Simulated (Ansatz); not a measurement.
How the elastic constant C12 of fluorite NiSi2 moves with the method

No measured value is used here.

```tsv
level (code)	value (GPa)	cell (Å³/atom)
LDA (Ansatz)	147	12.77
PBE (Ansatz)	128	13.45
PBEsol (Ansatz)	141	13.05
r²SCAN (Ansatz)	141	13.02
```

The crystal itself was run without spin with LDA, PBE, PBEsol, r²SCAN; a magnetic state was not tried in these runs. Each level is taken at its own relaxed cell. Cutoffs differ between the levels. Ansatz's density-functional and Hartree–Fock values are scalar-relativistic unless marked +SOC, with PAW data made under PBE.

Ansatz is a quantum-chemistry and plane-wave program.
